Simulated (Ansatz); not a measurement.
Start from Ru in the hcp (Mg type) structure (space group P6_3/mmc, No. 194; a = 2.676 Å, c = 4.224 Å; relaxed with 0.1 eV smearing). Axes: x lies along a and z along c of the hexagonal cell.

All numbers come from Ansatz (an electronic-structure program), LDA, PAW, cutoff 420 eV, no spin-orbit coupling.

Base values:

```
Property   Result
--------  -------
Pressure  0.0 GPa
```

Now apply this change: the cell is stretched by 2.50 % along z with no lateral relaxation; the atoms relax in the strained cell.

Task: Estimate the effect on the energy relative to the base and pressure.

Result: The energy rises by 18 meV/atom; the pressure (mean of the normal stresses, compression positive) goes from zero to -8.6 GPa.

Stability against distortions was not tested. All final runs are without spin polarisation.
